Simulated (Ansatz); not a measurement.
Take CaO in the rock salt structure (space group Fm-3m, No. 225) as the base.

```
CaO
1.0
    0.00000     2.41540     2.41540
    2.41540     0.00000     2.41540
    2.41540     2.41540     0.00000
Ca O
1 1
Cartesian
  0.00000   0.00000   0.00000
  2.41540   2.41540   2.41540
```

Cartesian axes are those of the cell as printed.

Level of theory: PBE (Ansatz, an electronic-structure program, PAW, no spin-orbit coupling).

One thing is altered: an isotropic linear strain of +1.00 %; the atoms relax in the strained cell.

Predict the stress tensor and what it implies for the stiffness.

Stress of the strained cell less that of the base (GPa, compression positive):
```
  -2.95    0.00    0.00
   0.00   -2.95    0.00
   0.00    0.00   -2.95
```

Then B = −ΔP/(ΔV/V₀) with ΔV/V₀ = 0.0303 gives secant stiffness values (nonlinear terms included at this strain): B ≈ 97 GPa.

As a check, the harmonic strain energy −½ V₀ Δσ:ε is 3.9 meV/atom; the computed energy rise is 4.0 meV/atom.

No phonon test of stability was made.
